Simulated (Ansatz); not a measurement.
**Sn, response to strain**

Take Sn in the diamond structure (space group Fd-3m, No. 227; relaxed with 0.1 eV smearing) as the base.

```
Sn
1.0
    0.00000     3.32808     3.32808
    3.32808     0.00000     3.32808
    3.32808     3.32808     0.00000
Sn
2
Direct
  0.00000   0.00000   0.00000
  0.25000   0.25000   0.25000
```

Cartesian axes are those of the cell as printed.

Strains are applied to the cell and any free atomic positions relax; under biaxial strain the out-of-plane vector relaxes too.

Calculations: PBE (Ansatz, an electronic-structure program; PAW; 420 eV plane waves; without spin-orbit coupling).

Candidates:
(a) biaxial strain −2.50 %, plane normal [001], relaxed out of plane
(b) biaxial strain −2.00 %, plane normal [001], relaxed out of plane
(c) biaxial strain +3.00 %, plane normal [001], relaxed out of plane

Notes on the quantities. energy relative to the base: free energy F.

**Question.** Order them by energy relative to the base, highest first.

**Answer.** (c) biaxial strain +3.00 %, plane normal [001], relaxed out of plane (+11 meV/atom), (a) biaxial strain −2.50 %, plane normal [001], relaxed out of plane (+8.5 meV/atom), (b) biaxial strain −2.00 %, plane normal [001], relaxed out of plane (+5.4 meV/atom)

No phonon test of stability was made.
